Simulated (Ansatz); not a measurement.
## PBE against PBEsol: hypothetical R3c SnTeO3

Take SnTeO3 (space group R3c, No. 161; a = 6.5308 Å, c = 14.2223 Å (hexagonal axes); a hypothetical phase, not in the database extracts checked) as the base.

(Cell as relaxed with PBE.)

Levels (all Ansatz, a quantum-chemistry and plane-wave program, PAW): PBE (420 eV, no SOC); PBEsol (420 eV, without spin-orbit coupling).

Each level relaxes its own structure.

```tsv
quantity	PBE	PBEsol
volume per atom	17.51 Å³	15.62 Å³
lattice parameter a	6.531 Å	6.354 Å
lattice parameter c	14.222 Å	13.401 Å
band gap	2.45 eV	2.18 eV
gap character	indirect, Γ → S₂	indirect, Γ → S₂
```

PBE's volume per atom lies 1.89 Å³ above PBEsol's (12.1 %); PBE's lattice parameter a lies 0.177 Å above PBEsol's (2.8 %); PBE's lattice parameter c lies 0.821 Å above PBEsol's (6.1 %); PBE's band gap lies 0.264 eV above PBEsol's; the two agree on the gap character. Neither level is exact; PBEsol is the comparison here, not a measurement.

Spin-orbit coupling, missing from the scalar runs, can matter with Te. Gaps are Kohn–Sham eigenvalue differences; semilocal functionals usually give less than the measured gap. Stability against distortions was not tested.
